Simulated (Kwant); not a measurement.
System: wire with a side stub in a In0.53Ga0.47As two-dimensional gas. Effective mass 0.041 mₑ, grid spacing 8.3 nm, hard walls, nominal width 170 nm (21 grid rows, so walls 182.6 nm apart), one parabolic valley, scattering region 600 nm long along x; energies count from the band bottom; Fermi energy swept from 0.00018343 to 0.0021782 eV. Closed stub on one side, 250 nm wide and 320 nm deep.

Constants are typed, rounded textbook-type inputs, not results; the design itself was drawn at random and stands for no fabricated device.

Kwant, effective-mass tight-binding model on a square grid, one spin, coherent transport at 0 K. Conductance is in e²/h.

### Question
How many channels do the leads carry at E = 1.68, 2.08 meV?

### Answer
The hard-wall thresholds are n² ħ²π²/(2mW²) = n² × 0.275 meV with W = 182.6 nm. √(1.68/0.275) = 2.47, so 2. √(2.08/0.275) = 2.75, so 2.
